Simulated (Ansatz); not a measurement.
GeSiO3 (model structure, started from the PbTiO3 type, P4mm, No. 99, 5 atoms in the cell) was calculated with PBEsol in Ansatz (PAW).

Input:

Ansatz 0.2 input:
```yaml
crystal:
  lattice:
    - [3.4126237961, 0.0, 0.0]
    - [0.0, 3.4126237961, 0.0]
    - [0.0, 0.0, 4.3760902184]
  atoms:
    - { symbol: Si, position: [0.5, 0.5, 0.6028891162] }
    - { symbol: Ge, position: [0.0, 0.0, 0.1493560091] }
    - { symbol: O, position: [0.0, 0.5, 0.4824532818] }
    - { symbol: O, position: [0.5, 0.0, 0.4824532818] }
    - { symbol: O, position: [0.5, 0.5, 0.973048311] }
basis:
  ecutwfc: 520
  ecutrho_ratio: 4
  xc_grid: 2
kpoints:
  mp_grid: { grid: [10, 10, 8] }
  band_path:
    path:
      - [0.0, 0.0, 0.0]
      - [0.0, 0.055556, 0.0]
      - [0.0, 0.111111, 0.0]
      - [0.0, 0.166667, 0.0]
      - [0.0, 0.222222, 0.0]
      - [0.0, 0.277778, 0.0]
      - [0.0, 0.333333, 0.0]
      - [0.0, 0.388889, 0.0]
      - [0.0, 0.444444, 0.0]
      - [0.0, 0.5, 0.0]
      - [0.055556, 0.5, 0.0]
      - [0.111111, 0.5, 0.0]
      - [0.166667, 0.5, 0.0]
      - [0.222222, 0.5, 0.0]
      - [0.277778, 0.5, 0.0]
      - [0.333333, 0.5, 0.0]
      - [0.388889, 0.5, 0.0]
      - [0.444444, 0.5, 0.0]
      - [0.5, 0.5, 0.0]
      - [0.461538, 0.461538, 0.0]
      - [0.423077, 0.423077, 0.0]
      - [0.384615, 0.384615, 0.0]
      - [0.346154, 0.346154, 0.0]
      - [0.307692, 0.307692, 0.0]
      - [0.269231, 0.269231, 0.0]
      - [0.230769, 0.230769, 0.0]
      - [0.192308, 0.192308, 0.0]
      - [0.153846, 0.153846, 0.0]
      - [0.115385, 0.115385, 0.0]
      - [0.076923, 0.076923, 0.0]
      - [0.038462, 0.038462, 0.0]
      - [0.0, 0.0, 0.083333]
      - [0.0, 0.0, 0.166667]
      - [0.0, 0.0, 0.25]
      - [0.0, 0.0, 0.333333]
      - [0.0, 0.0, 0.416667]
      - [0.0, 0.0, 0.5]
      - [0.0, 0.055556, 0.5]
      - [0.0, 0.111111, 0.5]
      - [0.0, 0.166667, 0.5]
      - [0.0, 0.222222, 0.5]
      - [0.0, 0.277778, 0.5]
      - [0.0, 0.333333, 0.5]
      - [0.0, 0.388889, 0.5]
      - [0.0, 0.444444, 0.5]
      - [0.0, 0.5, 0.5]
      - [0.055556, 0.5, 0.5]
      - [0.111111, 0.5, 0.5]
      - [0.166667, 0.5, 0.5]
      - [0.222222, 0.5, 0.5]
      - [0.277778, 0.5, 0.5]
      - [0.333333, 0.5, 0.5]
      - [0.388889, 0.5, 0.5]
      - [0.444444, 0.5, 0.5]
      - [0.5, 0.5, 0.5]
      - [0.461538, 0.461538, 0.5]
      - [0.423077, 0.423077, 0.5]
      - [0.384615, 0.384615, 0.5]
      - [0.346154, 0.346154, 0.5]
      - [0.307692, 0.307692, 0.5]
      - [0.269231, 0.269231, 0.5]
      - [0.230769, 0.230769, 0.5]
      - [0.192308, 0.192308, 0.5]
      - [0.153846, 0.153846, 0.5]
      - [0.115385, 0.115385, 0.5]
      - [0.076923, 0.076923, 0.5]
      - [0.038462, 0.038462, 0.5]
      - [0.0, 0.5, 0.083333]
      - [0.0, 0.5, 0.166667]
      - [0.0, 0.5, 0.25]
      - [0.0, 0.5, 0.333333]
      - [0.0, 0.5, 0.416667]
      - [0.5, 0.5, 0.083333]
      - [0.5, 0.5, 0.166667]
      - [0.5, 0.5, 0.25]
      - [0.5, 0.5, 0.333333]
      - [0.5, 0.5, 0.416667]
    npoints: 1
hamiltonian:
  xc: pbesol
  dispersion: none
  pseudopotentials: { kind: paw }
scf:
  occupations: { method: fermi_dirac, width: 0.01 }
  convergence: { dr2_threshold: 0.0000000005 }
output:
  forces: true
  stress: true
  eigenvalues: true
  write_bands: true
```

Excerpt of the program's output:

```
Crystal: 5 atoms, lattice volume = 50.964 Å³
Basis set: ecut = 520 eV, 1393 PW (Γ), exchange–correlation on 54×54×72 points (8 copies of the dense FFT grid, shifted against one another)
Bands: 23, of which v1, the nominal top of the filled ones, is band 18 counted from 1 (17 counted from 0)
Symmetry: 8 space group operations
Space group: P4mm (ITA 99), of the structure as read, at distance tolerance 3.7e-5 Å
k-points: 105 of 800 (time reversal used)
Functional: x = pbesol(κ = 0.804, μ = 0.12345679012345678), c = pbesol(β = 0.046)
SCF iter   1: F=—  HF=-6559.382413 eV  |F-HF|=—  |Δ(HF+E_count)|=         —  Δρ=1.78e-2  dr2=1.46e-1
SCF iter   2: F=—  HF=-6559.343517 eV  |F-HF|=—  |Δ(HF+E_count)|=   3.89e-2  Δρ=3.92e-3  dr2=1.06e-2
  ...
SCF iter   7: F=—  HF=-6559.340205 eV  |F-HF|=—  |Δ(HF+E_count)|=   4.42e-8  Δρ=4.67e-6  dr2=3.56e-9
SCF iter   8: F=-6559.340205 eV  HF=-6559.340205 eV  |F-HF|=1.67e-10  |Δ(HF+E_count)|=   3.85e-9  Δρ=9.59e-7  dr2=1.52e-10
SCF 1 converged in 8 iterations: F = -6559.340205 eV  dr2 = 1.52e-10
SCF converged after 8 iterations
Free energy (F): -6559.340205 eV
Internal energy: -6559.340205 eV  (E = F + TS)
E sigma→0 (E₀):  -6559.340205 eV
Fermi energy:    11.126991 eV
--- Forces (eV/Å), atoms counted from 1 ---
  atom   1  Si     0.00000000     0.00000000     0.00251318
  atom   2  Ge     0.00000000     0.00000000    -0.00085981
  atom   3  O      0.00000000     0.00000000    -0.00048557
  atom   4  O     -0.00000000     0.00000000    -0.00048557
  atom   5  O      0.00000000     0.00000000    -0.00068335
--- Stress (GPa, compression-positive) ---
        0.016418       0.000000      -0.000000
        0.000000       0.016418       0.000000
       -0.000000       0.000000      -0.002724
  P = ⅓ Tr σ = 0.0100 GPa (0.100 kbar)
```

The PAW data were made under PBE.

Note: the relaxation could raise the start's symmetry but not lower it, so the cell can be a saddle point.

The result took very roughly 24 core-seconds.

A model structure was made by putting elements into a prototype or built by hand; it is no filed structure, need not be a known phase, and can be a saddle point held by its symmetry.

Ansatz is an electronic-structure program.
